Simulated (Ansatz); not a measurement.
**VN: pressure series**

Base system: VN in the rock salt structure (space group Fm-3m, No. 225; a = 4.117 Å).

Cell and atoms are relaxed at each pressure.

The values are results of PBE (Ansatz, a first-principles code; PAW; 420 eV plane waves; without spin-orbit coupling), earlier PAW set, not measurements.

Two rows of this table had their results exchanged by mistake.

```tsv
pressure	volume per atom (Å³)	shortest distance (Å)	band gap
pressure −2 GPa	8.71	2.058	zero
pressure −1 GPa	8.75	2.061	zero
pressure 0.3 GPa	8.78	2.063	zero
pressure 0.7 GPa	8.70	2.057	zero
pressure 1.5 GPa	8.68	2.055	zero
pressure 3 GPa	8.64	2.052	zero
pressure 5 GPa	8.59	2.048	zero
pressure 7.5 GPa	8.53	2.043	zero
pressure 10 GPa	8.47	2.038	zero
```

### Question
Which two?

### Answer
The rows for pressure −2 GPa and pressure 0.3 GPa: the volume has to fall steadily with pressure, so 8.78 Å³ belongs to pressure −2 GPa and 8.71 Å³ to pressure 0.3 GPa.

Load acts through the strain it causes; cell and atoms are relaxed under it. Stability against distortions was not tested. Competing high-pressure phases were not computed. Seeded moments were not kept for the base. The final runs are not spin-polarised.
